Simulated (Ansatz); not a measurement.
SiC (P6_3mc) under hydrostatic pressure (compression positive): electron mass along x by r2SCAN with spin-orbit coupling, rigid bands (plane waves, PAW; Ansatz, an electronic-structure program). The unloaded cell, whose axes the loads refer to:

```cif
data_C2Si2
_chemical_formula_sum 'Si2 C2'
_space_group_name_H-M_alt 'P 1'
_space_group_IT_number 1
_cell_length_a 3.07597
_cell_length_b 3.07597
_cell_length_c 5.04775
_cell_angle_alpha 90.000
_cell_angle_beta 90.000
_cell_angle_gamma 120.000
loop_
_space_group_symop_operation_xyz
  'x, y, z'
loop_
_atom_site_label
_atom_site_type_symbol
_atom_site_fract_x
_atom_site_fract_y
_atom_site_fract_z
_atom_site_occupancy
Si1 Si 0.33333 0.66667 0.99959 1
Si2 Si 0.66667 0.33333 0.49959 1
C1 C 0.33333 0.66667 0.37541 1
C2 C 0.66667 0.33333 0.87541 1
```

| hydrostatic pressure (compression positive) (GPa) | volume per atom (Å³) | electron mass along x (mₑ) |
|---|---|---|
| -15 | 11.19 | 0.452 |
| -10 | 10.86 | 0.445 |
| -5 | 10.59 | 0.440 |
| 0 | 10.34 | 0.434 |
| 5 | 10.12 | 0.430 |
| 10 | 9.92 | ? |
| 20 | 9.57 | 0.419 |

**Question.** Fit a straight line to ln(electron mass along x) against the load over the rows given, and predict the row at 10 GPa.

**Answer.** The means are x̄ = -0.833 GPa and ȳ = -0.8289; Σ(x − x̄)(y − ȳ) = -1.649 and Σ(x − x̄)² = 770.8, so the slope is -0.214 % per GPa, and the rows given lie within 0.45 % of the line. At 10 GPa the line gives 0.427 mₑ; the calculation gives 0.426 mₑ, 0.13 % from it.

Masses are for dilute carriers at 300 K, harmonic means over directions unless an axis is named. Stresses and pressures are the targets of the relaxation. The structure type is held at every load. Geometry: cell and atoms relaxed with PBEsol.
